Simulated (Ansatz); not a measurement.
Base system: ZrSe2 in the CdI2 type structure (space group P-3m1, No. 164; layered, stacked along the Cartesian z axis).

```xyz
3
Lattice="3.7351 0.0000 0.0000 -1.8675 3.2347 0.0000 0.0000 0.0000 6.0315" Properties=species:S:1:pos:R:3 pbc="T T T"
Zr     0.0000     0.0000     0.0000
Se     0.0000     2.1565     1.5988
Se     1.8675     1.0782     4.4328
```

All numbers come from PBE-D3(BJ)/PAW in Ansatz (a program for electronic structure), spin-orbit coupling left out.

One change was made to it. Results:

| quantity | base | after |
|---|---|---|
| density | 5.68 g/cm³ | 6.64 g/cm³ |
| c/a ratio | 1.615 | 1.587 |

**Question.** Which change produced these results?
A) pressure 22.5 GPa
B) pressure 30 GPa
C) pressure −1 GPa
D) pressure 0.9 GPa
E) pressure 9 GPa

**Answer.** E, pressure 9 GPa. For comparison, the density in the other runs: pressure −1 GPa gives 5.47 g/cm³; pressure 0.9 GPa gives 5.82 g/cm³; pressure 22.5 GPa gives 7.56 g/cm³; pressure 30 GPa gives 7.97 g/cm³.

Load acts through the strain it causes; cell and atoms are relaxed under it. Whether these cells are dynamically stable was not tested. No other phases were tried under pressure. All final runs are without spin polarisation.
